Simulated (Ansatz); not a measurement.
Given:

```yaml
crystal:
  lattice:
    - [0.00000, 2.94560, 2.94560]
    - [2.94560, 0.00000, 2.94560]
    - [2.94560, 2.94560, 0.00000]
  atoms:
    - { symbol: Cu, position: [0.00000, 0.00000, 0.00000] }
    - { symbol: I, position: [0.25000, 0.25000, 0.25000] }
```

No spin polarisation.

The values are results of LDA (Ansatz, an electronic-structure program, PAW, scalar-relativistic without spin-orbit coupling), not measurements. Γ-centred 10×10×10 mesh, Fermi–Dirac width 0.05 eV.

Predict the hole mass (degenerate bands, along [100]).

0.18, 0.60, 0.60 mₑ (at Γ).

Predict the pressure.

-0.82 GPa.

With I present, leaving out spin-orbit coupling can change the band edges. The levels and masses belong to the bands next to the band gap. The cells carry an imposed strain or load. Masses are band curvatures over ±0.01 Å⁻¹ around the edge. Whether these cells are dynamically stable was not tested. All final runs are without spin polarisation. The cell was made from CuI in the zinc blende structure (space group F-43m, No. 216) by this change: isotropic strain +0.50 %.
